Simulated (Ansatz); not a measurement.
The starting structures come from a database of crystals and need not be the phases stable at ambient conditions.

Crystal: Ca$_{2}$FeH$_{6}$ (Fm-3m, not sure to be the ambient phase, 9 atoms a cell, 9.5 Å³ an atom); planes in its conventional cell.

Calculation: r2SCAN (plane waves, PAW; Ansatz, a program for electronic structure).

No gap correction and no spin-orbit coupling; mid-gap values are interpolated between computed energies.

| plane | area of the cell (Å²) | mid-gap κ (1/Å) | largest κ in the gap (1/Å) |
|---|---|---|---|
| (111) | 21.2 | 0.45 | 0.53 |
| (001) | 24.4 | ? | ? |

Task: The slowest decay depends on the direction. Supply the withheld values.

Result: 
- (001), mid-gap κ (1/Å): 0.50
- (001), largest κ in the gap (1/Å): 0.54
